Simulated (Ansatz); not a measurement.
**fluorite-type NiSi2 (0 0 1) on silicon (0 0 1), B on 1 of 2 substrate sites at each interface (film strained to the substrate, faces as cut)**

A periodic stack without vacuum, fluorite-type NiSi2 (0 0 1) on silicon (0 0 1), B on 1 of 2 substrate sites at each interface (film strained to the substrate, faces as cut): substrate slab Si22B2, film Ni8Si16, surface cells [[-2, 0], [-1, -1]] and [[-2, 0], [-1, -1]], film strained by +0.5 and +0.5 %, faces Si/Si and Si/Ni as cut (like faces can put a slab off its formula).

The start was prepared with a machine-learned potential, and the result is one local minimum, with the in-plane cell held and forces under 0.04 eV/Å; the film can end far from its bulk form.

Calculation: PBE (plane waves to 420 eV, PAW; Ansatz, a quantum-chemistry and plane-wave program). Scalar-relativistic, without spin–orbit coupling; the runs are not spin-polarised; PBE gaps are too small against experiment. Its k-point mesh 4×7×1, Fermi–Dirac width 0.05 eV.

interface area: 29.9 Å²
period: 26.71 Å
gaps between the outermost planes at the two interfaces: 1.48 and 0.91 Å
Ni–Si contacts across the interfaces within 1.22 times the sum of covalent radii: 4, mean 2.31 Å
Si–Si contacts across the interfaces within 1.22 times the sum of covalent radii: 4, mean 2.52 Å
B–Si contacts across the interfaces within 1.22 times the sum of covalent radii: 3, mean 2.15 Å
B–Ni contacts across the interfaces within 1.22 times the sum of covalent radii: 2, mean 2.08 Å
estimate of the barrier: withheld, since the two interfaces are unlike
slope of the mean potential energy in the substrate: +2.0 MV/cm × e

```
CELL_PARAMETERS angstrom
      7.73490    -0.00111    -0.14140
     -0.00069     3.86697    -0.09768
      2.70378    -0.39202    26.68801
ATOMIC_POSITIONS crystal
  Si 0.43549 0.88182 0.06270
  Si 0.01836 0.88217 0.06303
  B  0.24082 0.86933 0.01236
  Si 0.73812 0.87469 0.02381
  Si 0.69779 0.40934 0.16199
  Si 0.19724 0.41156 0.16730
  Si 0.45337 0.39563 0.11309
  Si 0.97102 0.39621 0.11340
  Si 0.41986 0.94086 0.26744
  Si 0.91664 0.93597 0.26656
  Si 0.18317 0.92533 0.21752
  Si 0.68258 0.92369 0.21424
  Si 0.64107 0.46958 0.36852
  Si 0.13630 0.46468 0.37009
  Si 0.40328 0.45547 0.31873
  Si 0.90344 0.44945 0.31751
  Si 0.36575 0.97345 0.46946
  Si 0.85277 0.02340 0.47360
  Si 0.11996 0.97874 0.42210
  Si 0.62825 0.98423 0.41887
  B  0.57160 0.49717 0.56584
  Si 0.08916 0.55393 0.56638
  Si 0.37054 0.48441 0.51992
  Si 0.81261 0.54456 0.52561
  Ni 0.05782 0.80487 0.77838
  Ni 0.55407 0.80371 0.77940
  Ni 0.33645 0.24712 0.67594
  Ni 0.82833 0.29069 0.67975
  Ni 0.00948 0.86051 0.97816
  Ni 0.49279 0.86036 0.97776
  Ni 0.27870 0.33387 0.87829
  Ni 0.78040 0.33018 0.87856
  Si 0.81970 0.79794 0.72936
  Si 0.32219 0.76789 0.72714
  Si 0.07177 0.28903 0.72761
  Si 0.56708 0.29051 0.72915
  Si 0.10607 0.10793 0.62380
  Si 0.60430 0.16901 0.62187
  Si 0.83927 0.76445 0.63171
  Si 0.37921 0.72065 0.62451
  Si 0.76532 0.84534 0.93063
  Si 0.26433 0.84784 0.92996
  Si 0.01478 0.34731 0.93050
  Si 0.51385 0.34713 0.93010
  Si 0.04417 0.31884 0.82903
  Si 0.54292 0.31760 0.82983
  Si 0.79253 0.81688 0.82859
  Si 0.29080 0.81979 0.82868
```
